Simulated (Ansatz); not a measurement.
Fluorite NiSi2, treated with r²SCAN-D4 (Ansatz, a program for electronic structure, PAW).

Run with plane-wave cutoff 500 eV, 12×12×12 k mesh, Fermi–Dirac smearing 0.05 eV, no spin polarisation, scalar-relativistic PAW data made under PBE.

Computed at the level's own relaxed cell.

### Question
What does this level give for the volume per atom and equilibrium lattice constant a?

### Answer

volume per atom: 12.87 Å³/atom
equilibrium lattice constant a: 5.365 Å

Measured, for comparison: equilibrium volume per atom 13.17 Å³/atom, lattice constant a 5.406 Å (temperature not stated, no zero-point or thermal correction; as tabulated in Wikipedia's data pages). Computed (rounded) less measured: equilibrium volume per atom -2.3 %, lattice constant a -0.8 %. A static lattice is as a rule a little smaller and stiffer than an uncorrected measurement, which narrows the difference in the lattice constant a and would widen misses of the other sign.

It cost about 27 core-seconds (a rough figure) of CPU time.
